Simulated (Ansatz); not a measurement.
All values below come from PBE (plane waves to 420 eV, PAW; Ansatz, a quantum-chemistry and plane-wave program).

Electrostatic potential energy of an electron, averaged over planes parallel to the surface, in eV from the highest filled level, for the (100) surface of cubic KTaO3 in its 1x1 cell (cut with top plane K + O, bottom plane 2 O + Ta), relaxed from an ideal cut (the real face may reconstruct), with unlike faces, outermost plane spacing 2.01 Å in the ideal cut:

| z (Å) | V (eV) |
|---|---|
| 3.39 | 5.32 |
| 3.67 | 5.32 |
| 3.95 | 5.32 |
| 4.24 | 5.32 |
| 4.52 | 5.32 |
| 4.80 | 5.32 |
| 5.08 | 5.32 |
| 5.37 | 5.31 |
| 5.65 | 5.29 |
| 5.93 | 5.25 |
| 6.21 | 5.15 |
| 6.50 | 4.90 |
| 6.78 | 4.28 |
| 7.06 | 2.73 |
| 7.34 | -2.31 |
| 7.63 | -9.09 |
| 7.91 | -13.21 |
| 8.19 | -11.79 |
| 8.47 | -6.34 |
| 8.75 | -2.24 |
| 9.04 | 0.15 |
| 9.32 | -0.05 |
| 9.60 | -3.51 |
| 9.88 | -6.19 |
| 10.17 | -5.86 |
| 10.45 | -2.87 |
| 10.73 | 0.51 |
| 11.01 | 1.84 |
| 11.30 | 0.77 |
| 11.58 | -4.47 |
| 11.86 | -10.90 |
| 12.14 | -13.98 |
| 12.43 | -11.28 |
| 12.71 | -5.15 |
| 12.99 | -1.17 |
| 13.27 | 1.00 |
| 13.56 | 0.07 |
| 13.84 | -3.51 |
| 14.12 | -5.87 |
| 14.40 | -5.13 |
| 14.69 | -2.01 |
| 14.97 | 0.90 |
| 15.25 | 1.93 |
| 15.53 | 0.30 |
| 15.81 | -5.67 |
| 16.10 | -11.73 |
| 16.38 | -13.57 |
| 16.66 | -9.79 |
| 16.94 | -3.62 |
| 17.23 | -0.16 |
| 17.51 | 1.58 |
| 17.79 | -0.27 |
| 18.07 | -3.86 |
| 18.36 | -5.64 |
| 18.64 | -4.29 |
| 18.92 | -0.91 |
| 19.20 | 1.62 |
| 19.49 | 2.25 |
| 19.77 | 0.14 |
| 20.05 | -6.14 |
| 20.33 | -11.98 |
| 20.62 | -13.19 |
| 20.90 | -8.93 |
| 21.18 | -2.95 |
| 21.46 | 0.18 |
| 21.75 | 1.39 |
| 22.03 | -1.25 |
| 22.31 | -4.79 |
| 22.59 | -5.95 |
| 22.88 | -4.02 |
| 23.16 | -0.37 |
| 23.44 | 2.15 |
| 23.72 | 3.29 |
| 24.00 | 3.63 |
| 24.29 | 3.75 |
| 24.57 | 3.80 |
| 24.85 | 3.82 |
| 25.13 | 3.83 |
| 25.42 | 3.83 |
| 25.70 | 3.84 |
| 25.98 | 3.84 |
| 26.26 | 3.84 |
| 26.55 | 3.84 |
| 26.83 | 3.84 |
| 27.11 | 3.84 |

Model: 20-atom slab, K4O12Ta4, 14.1 Å thick at the start, 6x6x1 mesh, Fermi-Dirac 0.025 eV, dipole correction, all atoms relaxed; start symmetry kept, larger cells not searched; no spin, no spin-orbit, no U.

Question: The surface cell has an area of 16.20 Å². What dipole along the normal does the step between the two vacuum levels imply?

Answer: the top vacuum level lies 1.49 eV below the bottom one; p = −ε₀ A ΔV (ε₀ = 0.005526 e/(V·Å)) gives 0.13 e·Å a cell.
